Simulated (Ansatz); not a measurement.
The reference is AlN in the zinc blende structure (space group F-43m, No. 216; a = 4.370 Å). Axes: x, y, z lie along the cube axes.

Computed with Ansatz (a quantum-chemistry and plane-wave program) r2SCAN, no SOC.

For the base:

The smallest direct gap comes out as 4.84 eV.

Perturbation: biaxial strain −1.00 %, plane normal [001], relaxed out of plane (Cartesian); in-plane vectors clamped, the third vector and the atoms free.

### Question
How does this affect the out-of-plane strain and smallest direct gap?

### Answer
The out-of-plane strain is +1.02 %; the smallest direct gap rises by 0.06 eV, from 4.84 eV to 4.90 eV.

Whether these cells are dynamically stable was not tested. This is not the structure that AlN has at room temperature and ambient pressure.
